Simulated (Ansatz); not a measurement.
Input for bismuthene on bismuthene (facing atoms over hollows or bridges; bismuthene a predicted or substrate-bound sheet, here free):

Ansatz 0.2 input:
```yaml
crystal:
  lattice:
    - [4.278750312, 0.0, 0.0]
    - [-2.139375156, 3.705506467, 0.0]
    - [0.0, 0.0, 24.83]
  atoms:
    - { symbol: Bi, position: [0.333333333, 0.666666667, 0.374210997] }
    - { symbol: Bi, position: [0.666666667, 0.333333333, 0.444810497] }
    - { symbol: Bi, position: [0.0, 0.0, 0.555104686] }
    - { symbol: Bi, position: [0.666666667, 0.333333333, 0.62587382] }
  symmetry: { detect: true }
basis:
  ecutwfc: 420
  ecutrho_ratio: 4
  xc_grid: 2
kpoints:
  mp_grid: { grid: [9, 9, 1] }
hamiltonian:
  xc: pbe
  dispersion: d3bj
  pseudopotentials: { kind: paw }
scf:
  n_extra_bands: 18
  occupations: { method: fermi_dirac, width: 0.01 }
output:
  eigenstates:
    kpoints:
      - [0.0, 0.0, 0]
      - [0.333333, 0.333333, 0]
      - [-0.5, 0.0, 0]
      - [0.166667, 0.166667, 0]
    e_range: [-5, 6]
    localisation: true
  eigenvalues: true
magnetization:
  noncollinear: true
  spin_orbit: true
efield:
  axis: 3
  dipole_correction: true
```

All values below come from PBE+D3(BJ) with spin-orbit coupling (plane waves to 420 eV, PAW; Ansatz, a quantum-chemistry and plane-wave program).  Its k-point mesh 9×9×1, Fermi–Dirac width 0.01 eV. A dipole correction is on.

**Question.** What does the end of the output print (band table and long remarks left out, numbers rounded to eight decimals)?

**Answer.** 
```
SCF converged after 9 iterations
Magnetization: |M| = 0.0000 μB,  M = (+0.0000, +0.0000, +0.0000) μB
Absolute magnetization: 0.0000 μB (∫|m|)
  site 0: m = (+0.0000, +0.0000, +0.0000) μB, |m| = 0.0000 μB  (R = 1.25 Å)
  site 1: m = (+0.0000, +0.0000, +0.0000) μB, |m| = 0.0000 μB  (R = 1.25 Å)
  site 2: m = (+0.0000, +0.0000, +0.0000) μB, |m| = 0.0000 μB  (R = 1.25 Å)
  site 3: m = (+0.0000, +0.0000, +0.0000) μB, |m| = 0.0000 μB  (R = 1.25 Å)
Free energy (F): -49754.595376 eV
Harris-Foulkes:  -49754.595376 eV  (|F-HF|=1.79e-8)
Internal energy: -49754.594327 eV  (E = F + TS)
E sigma→0 (E₀):  -49754.594851 eV
Entropy (-TS):   -0.001049 eV (-0.262 meV/atom)
Fermi energy:    1.290196 eV
Dipole field:    D = 0.002154 V/Å  (p = 0.004686 e·Å, saw-weighted, corrected)
Work function:   Φ+ = 3.5733 eV   Φ− = 3.6268 eV
Levels:          The Fermi level and band energies are counted from a zero that moves with the ramp; work functions are not
--- Per-component energies (eV) ---
  E_band       = -947.815136
  E_kinetic    = 1216.931374
  E_local      = -43136.755098  (includes V_loc(G=0)·N_el)
  E_nonlocal   = 2241.308377
  E_hartree    = 20228.895756
  E_xc         = -606.290050
  E_vxc        = -577.431296  (∫ρ·V_xc dr)
  E_paw        = -42823.843238  (= ΣΔE_a)
  E_vpaw       = -1149.661465  (= ΣTr[D̂ρ^β])
  E_aug_tail   = -0.001513  (compensation charges beyond the density's cutoff)
  E_efield     = 0.000005  (sawtooth field / dipole correction)
  E_vefield    = 0.000146  (∫n·V_field dr)
  E_ewald      = 13126.464263
  E_disp       = -1.304203  (pairwise vdW)
  E_smearing   = -0.001049  (= −TS)
  E_closure    = 0.000000  (closes the sum)
  Σ components = -49754.595376   (vs F -49754.595376, Δ=0.00e0)
```

Cost: very roughly 60 core-seconds.
